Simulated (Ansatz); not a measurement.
Functionals compared on a constructed model of the (110) surface of bcc V, a pseudomorphic layer of Ir in the host's stacking (bottom of the slab: a bare face, its two planes held), in Ansatz (plane waves, PAW). The structure was relaxed with PBE; the other rows are single points on it. Cutoff 420 eV (500 eV for r2SCAN).

Set-up: 7 atoms, 13.3 Å thick at the start; mesh 15x15x1; 0.1 eV smearing; dipole correction on; 2 atoms held, the rest relaxed; held to the start's symmetry, so lower structures may exist; no spin, no spin-orbit, no U. It is one candidate, not shown to be the stable structure of the face. These notes are the PBE run's.

```tsv
functional	work function of the top face (eV)	rough cost of the single point
PBE	4.94	–
RPBE	4.77	very roughly 40 core-seconds
r2SCAN	4.93	very roughly 80 core-seconds
```

Ansatz is a quantum-chemistry and plane-wave program.
